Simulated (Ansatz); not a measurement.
Base system: CdSe in the wurtzite structure (space group P6_3mc, No. 186; a = 4.3827 Å, c = 7.1545 Å).

(Cell as relaxed with PBE.)

Levels (all Ansatz, a program for electronic structure, PAW): PBE (420 eV, without spin-orbit coupling); r2SCAN (500 eV, scalar-relativistic without spin-orbit coupling).

Each level relaxes its own structure.

| base | PBE | r2SCAN |
|---|---|---|
| volume per atom | 29.75 Å³ | 28.86 Å³ |
| lattice parameter a | 4.383 Å | 4.340 Å |
| band gap | 0.54 eV | 1.11 eV |

It is then changed as follows: a hydrostatic pressure of 5 GPa.

| quantity | PBE | r2SCAN |
|---|---|---|
| band gap | 0.74 eV | ___ |
| volume per atom | 27.17 Å³ | ___ |
| valence-band top at Γ (three highest levels, from the VBM) | 0.00, 0.00, -0.07 eV | ___ |

Question: What does r2SCAN give?

Answer: 
- band gap, r2SCAN: 1.29 eV
- volume per atom, r2SCAN: 26.62 Å³
- valence-band top at Γ (three highest levels, from the VBM), r2SCAN: 0.00, 0.00, -0.07 eV

PBE's band gap lies 0.55 eV below r2SCAN's; PBE's volume per atom lies 0.55 Å³ above r2SCAN's (2.1 %); the two agree on the valence-band top at Γ. Neither level is exact; r2SCAN is the comparison here, not a measurement.

Load acts through the strain it causes; cell and atoms are relaxed under it. No phonon test of stability was made. Measured, CdSe leaves this structure (for rock salt) near 2.72 GPa (temperature not stated; as listed in Datta, Sujoy, Jana, Debnarayan, arXiv (2020)), on rising pressure, with hysteresis.
